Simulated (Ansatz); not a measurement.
Bulk modulus (GPa) of solids drawn from the class of intermetallic compounds, at two levels: PBE (Ansatz, an electronic-structure program, PAW), and r²SCAN+rVV10 (Ansatz, PAW).

| solid | PBE | r²SCAN+rVV10 | shift (%) |
|---|---|---|---|
| CsCl-type PdIn | 109 | 141 | +29 |
| CsCl-type RuAl | 203 | 225 | +10.8 |
| L1₂ (Cu3Au-type) Ni3Al | 182 | 207 | +13.7 |
| CsCl-type CuZn | 115 | 140 | +22 |
| L1₂ (Cu3Au-type) Ni3Fe | 195 | 218 | +11.8 |
| L1₂ (Cu3Au-type) Al3Sc | 86.6 | 95.1 | +9.8 |
| L1₀ (CuAu-type) FePt | 201 | 227 | +12.9 |
| L1₂ (Cu3Au-type) Pt3Ti | 235 | 267 | +13.6 |
| L1₀ (CuAu-type) CuAu | 140 | 167 | +19.3 |
| fluorite PtAl2 | 129 | 144 | +11.6 |

The shifts run from +9.8 % to +29 %, with a median of +13.3 %.

Of 10 rows, r²SCAN+rVV10 is the larger in 10 and the smaller in 0.

Ansatz's runs of these crystals have no spin polarisation, but for L1₂ (Cu3Au-type) Ni3Al, L1₂ (Cu3Au-type) Ni3Fe, L1₀ (CuAu-type) FePt. Meta-GGAs and exact exchange favour moments, which can bear on L1₂ (Cu3Au-type) Ni3Al, L1₂ (Cu3Au-type) Ni3Fe, L1₀ (CuAu-type) FePt.

Density-functional runs with spin start from parallel moments for L1₂ (Cu3Au-type) Ni3Al, parallel moments for L1₂ (Cu3Au-type) Ni3Fe, parallel moments for L1₀ (CuAu-type) FePt.

Spin–orbit coupling is left out, also for the solids with elements from indium on (CsCl-type PdIn, L1₀ (CuAu-type) FePt, L1₂ (Cu3Au-type) Pt3Ti, L1₀ (CuAu-type) CuAu, fluorite PtAl2); its size isn't shown.

In Ansatz's fits of the non-cubic solids, shape and atoms are relaxed at each volume.

Each level is taken at its own relaxed cell. Ansatz's density-functional and Hartree–Fock values are scalar-relativistic unless marked +SOC, with PAW data made under PBE.
